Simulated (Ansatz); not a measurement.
Partial pair distribution functions of a relaxed model of amorphous Si10Al16O44, broadened by 0.06 Å; density 2.42 g/cm³. Calculation: PBE, scalar-relativistic without spin-orbit coupling (plane waves to 420 eV, PAW; Ansatz, a program for electronic structure).

It comes from a melt-quench run on a machine-learned potential (CHGNet), relaxed afterwards by DFT. O atoms were pushed apart under 1.9 Å during the dynamics, to hinder bonds among them. The hot cell started wider than the set density and was brought back towards it in steps. It is the lowest in DFT energy of 2 quenches. It is a model cell: composition and starting density were chosen by hand, and all elements were melted together. No dispersion term was used. Its density started from a set value of 2.35 and ended at 2.42 g/cm³. The simulated quench (nominally 83 K/ps over its main leg) is rapid and tends to freeze in more defects than a deposited or slowly cooled glass has. Values belong to this one cell and scatter from quench to quench. Volume and shape were free in the relaxation.

```json
[
 {"r (Å)": "1.35", "g Al-O": "0.00", "g Si-O": "0.00", "g Si-Si": "0.00", "g Al-Al": "0.00"},
 {"r (Å)": "1.45", "g Al-O": "0.00", "g Si-O": "0.33", "g Si-Si": "0.00", "g Al-Al": "0.00"},
 {"r (Å)": "1.55", "g Al-O": "0.12", "g Si-O": "7.09", "g Si-Si": "0.00", "g Al-Al": "0.00"},
 {"r (Å)": "1.65", "g Al-O": "2.46", "g Si-O": "15.10", "g Si-Si": "0.00", "g Al-Al": "0.00"},
 {"r (Å)": "1.75", "g Al-O": "8.36", "g Si-O": "3.65", "g Si-Si": "0.00", "g Al-Al": "0.00"},
 {"r (Å)": "1.85", "g Al-O": "8.36", "g Si-O": "0.09", "g Si-Si": "0.00", "g Al-Al": "0.00"},
 {"r (Å)": "1.95", "g Al-O": "2.71", "g Si-O": "0.00", "g Si-Si": "0.00", "g Al-Al": "0.00"},
 {"r (Å)": "2.05", "g Al-O": "0.44", "g Si-O": "0.00", "g Si-Si": "0.00", "g Al-Al": "0.00"},
 {"r (Å)": "2.15", "g Al-O": "0.25", "g Si-O": "0.00", "g Si-Si": "0.00", "g Al-Al": "0.00"},
 {"r (Å)": "2.25", "g Al-O": "0.21", "g Si-O": "0.00", "g Si-Si": "0.00", "g Al-Al": "0.00"},
 {"r (Å)": "2.35", "g Al-O": "0.05", "g Si-O": "0.00", "g Si-Si": "0.00", "g Al-Al": "0.00"},
 {"r (Å)": "2.45", "g Al-O": "0.00", "g Si-O": "0.00", "g Si-Si": "0.00", "g Al-Al": "0.03"},
 {"r (Å)": "2.55", "g Al-O": "0.05", "g Si-O": "0.00", "g Si-Si": "0.00", "g Al-Al": "0.70"},
 {"r (Å)": "2.65", "g Al-O": "0.19", "g Si-O": "0.00", "g Si-Si": "0.01", "g Al-Al": "2.52"},
 {"r (Å)": "2.75", "g Al-O": "0.11", "g Si-O": "0.00", "g Si-Si": "0.75", "g Al-Al": "1.95"},
 {"r (Å)": "2.85", "g Al-O": "0.16", "g Si-O": "0.01", "g Si-Si": "5.12", "g Al-Al": "1.11"},
 {"r (Å)": "2.95", "g Al-O": "0.13", "g Si-O": "0.15", "g Si-Si": "3.30", "g Al-Al": "2.11"},
 {"r (Å)": "3.05", "g Al-O": "0.41", "g Si-O": "0.50", "g Si-Si": "1.45", "g Al-Al": "2.60"},
 {"r (Å)": "3.15", "g Al-O": "0.63", "g Si-O": "0.62", "g Si-Si": "1.56", "g Al-Al": "3.28"},
 {"r (Å)": "3.25", "g Al-O": "0.52", "g Si-O": "0.82", "g Si-Si": "1.51", "g Al-Al": "3.69"},
 {"r (Å)": "3.35", "g Al-O": "0.98", "g Si-O": "0.91", "g Si-Si": "0.24", "g Al-Al": "2.68"},
 {"r (Å)": "3.45", "g Al-O": "0.96", "g Si-O": "0.83", "g Si-Si": "0.00", "g Al-Al": "0.95"},
 {"r (Å)": "3.55", "g Al-O": "0.84", "g Si-O": "0.88", "g Si-Si": "0.00", "g Al-Al": "0.29"},
 {"r (Å)": "3.65", "g Al-O": "0.91", "g Si-O": "0.88", "g Si-Si": "0.09", "g Al-Al": "0.19"},
 {"r (Å)": "3.75", "g Al-O": "0.94", "g Si-O": "0.89", "g Si-Si": "0.74", "g Al-Al": "0.24"},
 {"r (Å)": "3.85", "g Al-O": "1.50", "g Si-O": "1.26", "g Si-Si": "1.12", "g Al-Al": "0.03"},
 {"r (Å)": "3.95", "g Al-O": "1.40", "g Si-O": "1.82", "g Si-Si": "1.04", "g Al-Al": "0.13"},
 {"r (Å)": "4.05", "g Al-O": "1.33", "g Si-O": "2.28", "g Si-Si": "0.35", "g Al-Al": "0.26"},
 {"r (Å)": "4.15", "g Al-O": "1.76", "g Si-O": "2.20", "g Si-Si": "0.88", "g Al-Al": "0.50"},
 {"r (Å)": "4.25", "g Al-O": "1.74", "g Si-O": "1.51", "g Si-Si": "1.46", "g Al-Al": "0.46"},
 {"r (Å)": "4.35", "g Al-O": "1.53", "g Si-O": "1.38", "g Si-Si": "1.33", "g Al-Al": "0.22"},
 {"r (Å)": "4.45", "g Al-O": "1.39", "g Si-O": "1.38", "g Si-Si": "0.35", "g Al-Al": "0.39"},
 {"r (Å)": "4.55", "g Al-O": "1.31", "g Si-O": "1.23", "g Si-Si": "0.18", "g Al-Al": "0.19"},
 {"r (Å)": "4.65", "g Al-O": "1.20", "g Si-O": "0.72", "g Si-Si": "1.32", "g Al-Al": "0.48"},
 {"r (Å)": "4.75", "g Al-O": "0.72", "g Si-O": "0.56", "g Si-Si": "1.24", "g Al-Al": "0.42"},
 {"r (Å)": "4.85", "g Al-O": "0.58", "g Si-O": "0.67", "g Si-Si": "0.67", "g Al-Al": "0.94"},
 {"r (Å)": "4.95", "g Al-O": "0.52", "g Si-O": "0.55", "g Si-Si": "0.86", "g Al-Al": "0.99"}
]
```

Within 2.38 Å each Al has 4.31 O neighbours on average.
